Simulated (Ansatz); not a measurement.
**Input and output of a self-consistent single point for Li3Au (I4mm, 4 atoms in the cell) (Ansatz, an electronic-structure program)**

Method: PBEsol, default PAW files made with PBE (plane waves; Ansatz).

This input was run:

Ansatz 0.2 input:
```yaml
crystal:
  lattice:
    - [0.000000, 3.116045, 3.116045]
    - [3.116045, 0.000000, 3.116045]
    - [3.116045, 3.116045, 0.000000]
  atoms:
    - { symbol: Li, position: [0.250000, 0.250000, 0.250000] }
    - { symbol: Li, position: [0.750000, 0.750000, 0.750000] }
    - { symbol: Li, position: [0.508023, 0.508023, 0.491977] }
    - { symbol: Au, position: [0.000000, 0.000000, 0.000000] }
basis:
  ecutwfc: 30.9 Ry
kpoints:
  mp_grid:
    grid: [9, 9, 9]
hamiltonian:
  xc: pbesol
  pseudopotentials:
    kind: paw
scf:
  occupations:
    method: gaussian
    width: 0.0073 Ry
output:
  forces: true
  eigenvalues: true
  stress: true
```

Log, with long lists cut:

```
WARN ansatz: RAYON_NUM_THREADS=1 ignored (pool sized by the plan → 1); use --threads N
Pseudopotentials: kind: paw
Pseudopotential: Li, paw, valence charge 3
Pseudopotential: Au, paw, valence charge 19
Crystal: 4 atoms, lattice volume = 60.512 Å³
Basis set: ecut = 420.4159175005146 eV, 1243 PW (Γ), exchange–correlation on 60×60×60 points (8 copies of the dense FFT grid, shifted against one another)
Bands: 18, of which v1, the nominal top of the filled ones, is band 14 counted from 1 (13 counted from 0)
Symmetry: 8 space group operations
Space group: I4mm (ITA 107), of the structure as read, at distance tolerance 3.9e-5 Å
k-points: 75 of 729 (time reversal used)
PAW frozen core: Au, regenerated for the run's functional, and the local potential with it
Initial density: superposition of atomic densities (neutral atoms: chi_scale 0, normalization atom), corrected by the library's trained network
Initial wavefunctions: pseudopotential atomic-orbital guess
Eigensolver: davidson
Functional: x = pbesol(κ = 0.804, μ = 0.12345679012345678), c = pbesol(β = 0.046)
SCF iter   1: F=—  HF=-13617.564926 eV  |F-HF|=—  |Δ(HF+E_count)|=         —  Δρ=3.42e-3  dr2=5.25e-3  ethr=1.77e-3  ⟨swp⟩=3.5  Hψ=5444  notcnv=0
all-band conjugate gradients solve this SCF's bands
preconditioner: auto → Kerker (q_TF=auto, 2.399 Å⁻¹)
SCF iter   2: F=—  HF=-13617.562398 eV  |F-HF|=—  |Δ(HF+E_count)|=   2.53e-3  Δρ=1.35e-3  dr2=5.21e-4  ethr=1.88e-5  ⟨swp⟩=2.7  Hψ=2704  notcnv=0
SCF iter   3: F=—  HF=-13617.561902 eV  |F-HF|=—  |Δ(HF+E_count)|=   4.96e-4  Δρ=4.01e-4  dr2=9.37e-5  ethr=1.86e-6  ⟨swp⟩=2.0  Hψ=1955  notcnv=0
SCF iter   4: F=—  HF=-13617.561860 eV  |F-HF|=—  |Δ(HF+E_count)|=   4.21e-5  Δρ=1.40e-4  dr2=2.52e-5  ethr=3.35e-7  ⟨swp⟩=2.0  Hψ=2085  notcnv=0
SCF iter   5: F=—  HF=-13617.561851 eV  |F-HF|=—  |Δ(HF+E_count)|=   8.58e-6  Δρ=3.70e-5  dr2=1.14e-6  ethr=8.99e-8  ⟨swp⟩=2.0  Hψ=1518  notcnv=0
SCF iter   6: F=-13617.561851 eV  HF=-13617.561851 eV  |F-HF|=1.94e-8  |Δ(HF+E_count)|=   3.00e-7  Δρ=7.73e-6  dr2=4.96e-8  ethr=3.57e-10  ⟨swp⟩=3.7  Hψ=5507  notcnv=0
SCF 1 converged in 6 iterations: F = -13617.561851 eV  dr2 = 4.96e-8
SCF converged after 6 iterations
Free energy (F): -13617.561851 eV
Harris-Foulkes:  -13617.561851 eV  (|F-HF|=1.94e-8)
Internal energy: -13617.552931 eV  (E = F + TS)
E sigma→0 (E₀):  -13617.557391 eV
Entropy (-TS):   -0.008920 eV (-2.230 meV/atom)
Fermi energy:    7.251417 eV
--- Per-component energies (eV) ---
  E_band       = -676.164028
  E_kinetic    = 671.768925
  E_local      = -3224.842607  (includes V_loc(G=0)·N_el)
  E_nonlocal   = -24.254624
  E_hartree    = 1307.846714
  E_xc         = -258.748437
  E_vxc        = -316.307405  (∫ρ·V_xc dr)
  E_paw        = -9623.797798  (= ΣΔE_a)
  E_vpaw       = -398.230249  (= ΣTr[D̂ρ^β])
  E_aug_tail   = 0.001391  (compensation charges beyond the density's cutoff)
  E_ewald      = -2465.835975
  E_core_change = 0.309479  (= ΣΔE_core)
  E_smearing   = -0.008920  (= −TS)
  E_closure    = -0.000000  (closes the sum)
  Σ components = -13617.561851   (vs F -13617.561851, Δ=0.00e0)
--- Forces (eV/Å), atoms counted from 1 ---
  atom   1  Li     0.00000000    -0.00000000     0.05004814
  atom   2  Li    -0.00000000     0.00000000     0.05004814
  atom   3  Li    -0.00000000    -0.00000000    -0.09536692
  atom   4  Au     0.00000000     0.00000000    -0.00475667
  max |Σ_I F_I| component: 2.73e-5 eV/Å
--- Stress (GPa, compression-positive) ---
       -0.162702       0.000000      -0.000000
        0.000000      -0.162702      -0.000000
       -0.000000      -0.000000      -0.186900
  P = ⅓ Tr σ = -0.1708 GPa (-1.708 kbar)
  The stress holds the Pulay correction. Without it, at fixed plane waves, as pw.x and ABINIT print it: P = -0.1865 GPa
--- Band table (eV; the first three rows and the last of 75) ---
  k-point 0: bands = ["-98.4743", "-49.8399", "-49.8395", "-49.8395", "-38.4405", "-37.8647", "-37.8493", "1.2022", "2.7285", "2.7285", "2.7294", "3.1196", "3.1209", "11.3294", "11.3294", "11.3295", "13.2377", "13.2377"]
  k-point 1: bands = ["-98.4743", "-49.8399", "-49.8395", "-49.8395", "-38.4403", "-37.8643", "-37.8498", "1.3135", "2.7397", "2.7539", "2.7545", "3.1071", "3.1083", "10.0847", "11.1442", "11.1442", "13.4019", "13.4026"]
  k-point 2: bands = ["-98.4743", "-49.8400", "-49.8396", "-49.8395", "-38.4397", "-37.8631", "-37.8513", "1.6216", "2.7950", "2.7965", "2.7992", "3.1022", "3.1031", "8.2605", "10.8112", "10.8115", "12.8445", "12.8475"]
  k-point 74: bands = ["-98.4743", "-49.8405", "-49.8397", "-49.8397", "-38.4382", "-37.8599", "-37.8553", "2.3804", "2.7661", "3.2000", "3.2181", "3.2431", "4.0473", "5.9873", "7.1000", "7.4538", "11.5211", "13.8749"]
```

The run converged in 6 iterations.

The starting cell comes from a database of computed structures (which also holds hypothetical and non-ambient phases and stackings), without a prior relaxation at this level. Its lattice was rescaled by up to half a per cent. One atom was moved a little off its site on purpose. Spin-orbit coupling is off. Ansatz's pressure includes its estimate of the finite-basis (Pulay) stress.
